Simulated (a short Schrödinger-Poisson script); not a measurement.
Solved with a short Schrödinger-Poisson script written for these runs: 1D Poisson equation in equilibrium, electrons quantum, Hartree (BenDaniel-Duke, 12 states a valley, the channel's in-plane mass for all, wave functions ending at the dielectric), parabolic valleys, classical holes, full ionisation, no traps, pinning or gate leakage.

System: MOS inversion layer, HfO2 on p-type Si(100), at 300 K.

From the gate side: 13.3 nm HfO2; 760 nm Si, acceptors 3.2e17 cm⁻³.

The device is made up for the run: typed textbook-type constants, with dimensions and the other settings drawn at random. HfO2: permittivity 22, conduction-band edge (eV) 1.55, gap (eV) 5.7, electron mass (mₑ) 0.2. Si: permittivity 11.7, conduction-band edge (eV) 0, gap (eV) 1.124, Nv at 300 K (cm⁻³) 3.1e19.

Channel valleys (confinement mass, in-plane density-of-states mass, number): Δ2 0.916, 0.19, 2; Δ4 0.19, 0.417, 4. At the gate the conduction-band edge of layer 1 lies 2.14 eV − eVg above the Fermi level of the channel; the field vanishes at the back. Gaps are held at their typed values at every temperature. Mesh 0.03 nm at interfaces.

### Question
Give the sheet density of all electrons at Vg = 1.1 V (cm⁻²); the capacitance at Vg = 2.3 V (μF/cm²); the lowest subband against the Fermi level at Vg = 2.3 V (meV).

### Answer
sheet density of all electrons at Vg = 1.1 V (cm⁻²): 1.81e12; capacitance at Vg = 2.3 V (μF/cm²): 1.26; lowest subband against the Fermi level at Vg = 2.3 V (meV): -48.2.
